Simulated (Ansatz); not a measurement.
# What O on a Ba site (antisite), symmetric start does to BaTiO3

Consider a 20-atom supercell of BaTiO3 in the cubic perovskite structure (space group Pm-3m, No. 221; a = 3.9702 Å) at its relaxed geometry.

Now apply this change: a neutral O on a Ba site (antisite), symmetric start, atoms relaxed at fixed cell.

All numbers come from Kohn–Sham DFT with the PBEsol functional, run in Ansatz (a program for electronic structure) with PAW and 420 eV plane waves, no SOC, earlier PAW set. k-mesh 4×4×4 (Γ-centred); smearing 0.01 eV (Fermi–Dirac).

The gap of the supercell becomes zero (base: 1.82 eV) and the total moment of the cell is 4.0 μB. The energy gained by relaxation amounts to 0.07 eV and the largest displacement of a host atom from its site in the perfect cell is 0.03 Å. The mean distance from the defect site to its nearest host atoms goes up by 0.03 Å, from 2.81 Å to 2.84 Å.

Cost of the whole job for the changed cell (relaxation, final SCF and bands): around 2.2 core-minutes (rough).

The magnetic state is the one reached from the starting moments; the real material's order can differ, and small cells can't hold many antiferromagnetic ones. The cell is small, so the values are those of an ordered compound at a high defect concentration; dilute-limit values will differ. The mesh was chosen for an insulator and is coarse for the gapless case. The defect started on the symmetric site and kept its symmetry, so it may sit on a saddle. No Hubbard U is applied, and correlation can decide whether such a compound is a metal. Spin-polarised in the final run: O on a Ba site (antisite); the other runs are not. Many cubic perovskites are stable only at high temperature; tilts and polar distortions were not tested. The defect cell is spin-polarised and ends with 4.0 μB. This is not the structure that BaTiO3 has at room temperature and ambient pressure.
